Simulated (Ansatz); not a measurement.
System: CoSn (P6/mmm, No. 191). Method: r²SCAN (PAW; Ansatz, an electronic-structure program).

Settings: plane-wave cutoff 600 eV, 12×12×16 k mesh (along the axes of the cell as run), Fermi–Dirac smearing 0.046 eV (set by the program), no spin polarisation, scalar-relativistic PAW data made under PBE.

Computed at the level's own relaxed cell.

Hill averages of the elastic tensor: K = 143.1 GPa, G = 81.9 GPa. Volume 16.609 Å³/atom, mean atomic mass 88.822 u.

Work out the density, the sound velocities of a polycrystal and the elastic Debye temperature, and Pugh's ratio at this level.

ρ = 1.66054 × 88.822/16.609 = 8.880 g/cm³. v_l = √[(K + 4G/3)/ρ] = 5.330 km/s and v_t = √(G/ρ) = 3.037 km/s. The mean follows from 3/v_m³ = 1/v_l³ + 2/v_t³: v_m = 3.375 km/s. Θ_D = (ħ/k_B) v_m (6π²/V)^(1/3) = 76.38 K Å s/km × 3.375 × 1.5277 Å⁻¹ = 394 K, counting all atoms of the cell. K/G = 1.75, to be set beside Pugh's rough bound of 1.75 between brittle and ductile metals.
